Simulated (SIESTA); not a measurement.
**A series of runs on FeF₃ (C2/c, 8 atoms in the cell)**

```
CELL_PARAMETERS angstrom
      4.50315    -2.60561     0.00000
      4.50315     2.60561     0.00000
     -3.06020     0.00000     4.41749
ATOMIC_POSITIONS crystal
  Fe 0.00000 0.50000 0.50000
  Fe 0.50000 0.00000 0.00000
  F  0.66712 0.74076 0.24053
  F  0.33288 0.25924 0.75947
  F  0.25924 0.33288 0.25947
  F  0.74076 0.66712 0.74053
  F  0.15429 0.84571 0.75000
  F  0.84571 0.15429 0.25000
```
Moments meant for the start (each program seeds them in its own way; μB, in the order of the atoms Fe Fe F F F F F F): 4.0 4.0 0.0 0.0 0.0 0.0 0.0 0.0.

Base run A: SIESTA 5.4.2 with GGA PBEsol+U, numerical atomic orbitals DZP, PseudoDojo PBEsol standard norm-conserving potentials (rewritten from UPF to PSML), self-consistent single point.

Its settings: XC.functional = GGA; XC.authors = PBEsol; potentials = PseudoDojo PBEsol standard; PAO.BasisSize = DZP; PAO.EnergyShift = 0.005 Ry; MeshCutoff = 350 Ry; kgrid.MonkhorstPack = 3 3 3; OccupationFunction = FD; ElectronicTemperature = 20 meV; Spin = polarized; DM.InitSpin = [1 +4.00, 2 +4.00, 3 +0.00, 4 +0.00, 5 +0.00, 6 +0.00, 7 +0.00, 8 +0.00]; DFTU.ProjectorGenerationMethod = 2; DFTU.CutoffNorm = 0.9; DFTU.FirstIteration = true; DFTU.proj = [Fe 1, n=3 2, 5.30 0.00, 0.00 0.00]; MaxSCFIterations = 150; SCF.Mixer.Method = Broyden; SCF.Mixer.Weight = 0.1; SCF.Mixer.History = 8; SCF.DM.Tolerance = 1.0E-04.

The starting cell comes from a database of computed structures (which also holds hypothetical and non-ambient phases and stackings), without a prior relaxation at this level. Its lattice was rescaled by a random factor within 2.5 % of one. The magnetic order is the one reached from the typed start; others were not searched systematically. With U or open f shells several self-consistent states can exist. Values carry the incompleteness of an atom-centred basis. In the base run, with a pressure of about 4 GPa the cell is away from its equilibrium volume at this level.

ΔF is the free energy per atom less that of run A. 

```json
[
 {"run": "A", "MaxSCFIterations, SCF.Mixer.Weight": "150, 0.1", "ΔF (meV/atom)": "0.00", "pressure (GPa)": "3.73", "largest force (eV/Å)": "0.267", "gap on the mesh (eV)": "2.530", "size of the net moment (μB/atom)": "1.25", "Hubbard energy (eV/atom)": "0.403", "iterations": "23"},
 {"run": "B", "MaxSCFIterations, SCF.Mixer.Weight": "300, 0.01", "ΔF (meV/atom)": "0.00", "pressure (GPa)": "3.73", "largest force (eV/Å)": "0.267", "gap on the mesh (eV)": "2.531", "size of the net moment (μB/atom)": "1.25", "Hubbard energy (eV/atom)": "0.403", "iterations": "29"},
 {"run": "C", "MaxSCFIterations, SCF.Mixer.Weight": "300, 0.02", "ΔF (meV/atom)": "0.00", "pressure (GPa)": "3.73", "largest force (eV/Å)": "0.267", "gap on the mesh (eV)": "2.528", "size of the net moment (μB/atom)": "1.25", "Hubbard energy (eV/atom)": "0.403", "iterations": "30"},
 {"run": "D", "MaxSCFIterations, SCF.Mixer.Weight": "300, 0.05", "ΔF (meV/atom)": "0.00", "pressure (GPa)": "3.73", "largest force (eV/Å)": "0.267", "gap on the mesh (eV)": "2.527", "size of the net moment (μB/atom)": "1.25", "Hubbard energy (eV/atom)": "0.403", "iterations": "18"},
 {"run": "E", "MaxSCFIterations, SCF.Mixer.Weight": "300, 0.1", "ΔF (meV/atom)": "0.00", "pressure (GPa)": "3.73", "largest force (eV/Å)": "0.267", "gap on the mesh (eV)": "2.530", "size of the net moment (μB/atom)": "1.25", "Hubbard energy (eV/atom)": "0.403", "iterations": "23"},
 {"run": "F", "MaxSCFIterations, SCF.Mixer.Weight": "300, 0.2", "ΔF (meV/atom)": "0.00", "pressure (GPa)": "3.73", "largest force (eV/Å)": "0.267", "gap on the mesh (eV)": "2.530", "size of the net moment (μB/atom)": "1.25", "Hubbard energy (eV/atom)": "0.403", "iterations": "21"},
 {"run": "G", "MaxSCFIterations, SCF.Mixer.Weight": "300, 0.3", "ΔF (meV/atom)": "0.00", "pressure (GPa)": "3.73", "largest force (eV/Å)": "0.267", "gap on the mesh (eV)": "2.529", "size of the net moment (μB/atom)": "1.25", "Hubbard energy (eV/atom)": "0.403", "iterations": "21"},
 {"run": "H", "MaxSCFIterations, SCF.Mixer.Weight": "300, 0.5", "ΔF (meV/atom)": "0.00", "pressure (GPa)": "3.73", "largest force (eV/Å)": "0.267", "gap on the mesh (eV)": "2.528", "size of the net moment (μB/atom)": "1.25", "Hubbard energy (eV/atom)": "0.403", "iterations": "20"}
]
```

Runs B, C, D, E, F, G, H ended on the same solution as A (within 1 meV/atom and 0.1 μB a site). The fewest iterations to that state were 18 (D); the most were 30.
